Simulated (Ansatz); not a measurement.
# BN: element substitutions

Take BN in the zinc blende structure (space group F-43m, No. 216) as the base.

```
BN
1.0
    0.00000     1.80443     1.80443
    1.80443     0.00000     1.80443
    1.80443     1.80443     0.00000
N B
1 1
Cartesian
  2.70664   2.70664   2.70664
  0.00000   0.00000   0.00000
```

Each row replaces one element on all its sites; cell and atoms are relaxed.

Method: Ansatz (a program for electronic structure) r2SCAN, without spin-orbit coupling, earlier PAW set.

```
change  band gap  volume per atom
------  --------  ---------------
base     4.99 eV          5.88 Å³
N → O       zero          7.54 Å³
B → Be      zero          7.73 Å³
B → Ga   2.17 eV         11.38 Å³
```

Other magnetic orders, which the real material may have, were not ruled out. No phonon test of stability was made. As relaxed here, BO and BeN are hypothetical phases, not in the database extracts checked. Spin-polarised in the final run: BeN; the other runs are not. An odd electron count without spin: BO. This is not the structure that GaN has at room temperature and ambient pressure.
